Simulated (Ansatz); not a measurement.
Consider KF in the rock salt structure (space group Fm-3m, No. 225).

```
CELL_PARAMETERS angstrom
      0.00000     2.65339     2.65339
      2.65339     0.00000     2.65339
      2.65339     2.65339     0.00000
ATOMIC_POSITIONS crystal
  K  0.00000 0.00000 0.00000
  F  0.50000 0.50000 0.50000
```

Cartesian axes are those of the cell as printed.

The values are results of Ansatz (a first-principles code), PBEsol, PAW, cutoff 420 eV, no spin-orbit coupling, not measurements.

Before the change:

The band gap is 6.15 eV and the gap character is direct at Γ. The shortest interatomic distance is 2.653 Å. The valence-band top at Γ is 0.00, 0.00, 0.00 eV.

Perturbation: tensor shear ε_xy = +0.29 % (engineering shear γ = 0.0058); the atoms relax in the strained cell.

### Question
Estimate the effect on the band gap, gap character, shortest interatomic distance, stress and valence-band top at Γ.

### Answer
The band gap remains 6.15 eV; the gap character stays direct at Γ; the shortest interatomic distance stays 2.653 Å; the stress (xx, yy, zz, yz, xz, xy; compression positive) amounts to (-0.01, -0.01, -0.01, 0.00, 0.00, -0.08) GPa; the valence-band top at Γ (three highest levels, from the VBM) goes from 0.00, 0.00, 0.00 eV to 0.00, 0.00, -0.01 eV.

Whether these cells are dynamically stable was not tested. Labels are those of the standard path for the cell's own space group.
